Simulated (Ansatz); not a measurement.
**HgSe: energy against strain**

HgSe (zinc blende, F-43m, 27.859 Å³/atom at rest, cube axes along x, y and z) under a strain ε along a cube axis (axis z), the other axes held. LDA in Ansatz, a plane-wave DFT program (PAW, default set), 420 eV, 9×9×9 Γ-centred mesh, Fermi-Dirac smearing 0.05 eV; ions are relaxed within the symmetry of each cell.

Here s stands for strain and y for E less E0.

```
strain (%)  E less E0 (meV/atom)
----------  --------------------
-1.50                       1.37
-1.00                       0.61
-0.50                       0.15
0.00                        0.00
0.50                        0.14
1.00                        0.57
1.50                        1.29
3.00                           ?
```

Taking a parabola for y over the 7 complete rows: Least squares gives y = -0.002 - 0.0236·s + 0.5919·s². Residuals (row less fit): 0.005, -0.003, -0.008, 0.002, 0.006, 0.004, -0.004; standard error 0.006 (degrees of freedom: 4). Twice the quadratic coefficient over the volume, 2 × 0.5919 meV × 10⁴ × 0.1602 / 27.859 Å³, is the elastic constant C11 = 68 ± 0.3 GPa.

Q: What does the fit predict for y at s = 3.00, and how far is the calculated value from it?

A: y = -0.002 - 0.0236 × 3.0 + 0.5919 × 3.0² = 5.254 meV/atom. The calculation gives 5.14 meV/atom, 0.114 meV/atom below the prediction (2.2 % of the range of y in the table). The row lies outside the fitted rows, so this is an extrapolation. From the scatter of the fitted rows alone, a prediction at this place has a standard error of 0.025 meV/atom, so the miss is 4.6 times that.

One order more, fitted to all 13 runs of the series, follows each within 0.01, so the miss is the next term of a smooth law. This level leaves no gap over 0.05 eV at strain -1.50, -1.00, -0.50, 0.00, 0.50, 1.00, 1.50, 3.00, where the mesh may be coarse. Rows are the converged runs of the series near zero and its far end; series whose fitted rows scatter by over a few per cent of the range, as at a crossing or softening among them, aren't shown in this form. Most that stay on the fit to the last digits aren't either.
